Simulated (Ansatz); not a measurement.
System: Al₂(SO₄)₃ (R-3, No. 148). Method: r²SCAN+rVV10 (Ansatz, a program for electronic structure, plane waves, PAW).

Settings: plane-wave cutoff 560 eV, 6×6×6 k mesh, Fermi–Dirac smearing 0.01 eV, scalar-relativistic PAW data made under PBE.

Cell (relaxed at this level):

```yaml
crystal:
  lattice:
    - [3.98974, 2.30348, 7.13283]
    - [-3.98974, 2.30348, 7.13283]
    - [0.00000, -4.60696, 7.13283]
  atoms:
    - { symbol: Al, position: [0.14318, 0.14318, 0.14318] }
    - { symbol: Al, position: [0.85682, 0.85682, 0.85682] }
    - { symbol: Al, position: [0.35127, 0.35127, 0.35127] }
    - { symbol: Al, position: [0.64873, 0.64873, 0.64873] }
    - { symbol: S, position: [0.53989, 0.24854, 0.96361] }
    - { symbol: S, position: [0.96361, 0.53989, 0.24854] }
    - { symbol: S, position: [0.24854, 0.96361, 0.53989] }
    - { symbol: S, position: [0.46011, 0.75146, 0.03639] }
    - { symbol: S, position: [0.03639, 0.46011, 0.75146] }
    - { symbol: S, position: [0.75146, 0.03639, 0.46011] }
    - { symbol: O, position: [0.38107, 0.20264, 0.99186] }
    - { symbol: O, position: [0.99186, 0.38107, 0.20264] }
    - { symbol: O, position: [0.20264, 0.99186, 0.38107] }
    - { symbol: O, position: [0.61893, 0.79736, 0.00814] }
    - { symbol: O, position: [0.00814, 0.61893, 0.79736] }
    - { symbol: O, position: [0.79736, 0.00814, 0.61893] }
    - { symbol: O, position: [0.52133, 0.22199, 0.15960] }
    - { symbol: O, position: [0.15960, 0.52133, 0.22199] }
    - { symbol: O, position: [0.22199, 0.15960, 0.52133] }
    - { symbol: O, position: [0.47867, 0.77801, 0.84040] }
    - { symbol: O, position: [0.84040, 0.47867, 0.77801] }
    - { symbol: O, position: [0.77801, 0.84040, 0.47867] }
    - { symbol: O, position: [0.74048, 0.10894, 0.88112] }
    - { symbol: O, position: [0.88112, 0.74048, 0.10894] }
    - { symbol: O, position: [0.10894, 0.88112, 0.74048] }
    - { symbol: O, position: [0.25952, 0.89106, 0.11888] }
    - { symbol: O, position: [0.11888, 0.25952, 0.89106] }
    - { symbol: O, position: [0.89106, 0.11888, 0.25952] }
    - { symbol: O, position: [0.51836, 0.45859, 0.81942] }
    - { symbol: O, position: [0.81942, 0.51836, 0.45859] }
    - { symbol: O, position: [0.45859, 0.81942, 0.51836] }
    - { symbol: O, position: [0.48164, 0.54141, 0.18058] }
    - { symbol: O, position: [0.18058, 0.48164, 0.54141] }
    - { symbol: O, position: [0.54141, 0.18058, 0.48164] }
```

Q: Estimate the band gap and smallest direct gap on the k points sampled that the calculation returns.

A: 
- band gap = 7.21 eV
- smallest direct gap on the k points sampled = 7.22 eV

The computed numbers hold no vibrational or temperature effects.

It cost about 5 core-minutes (a rough figure) of CPU time.
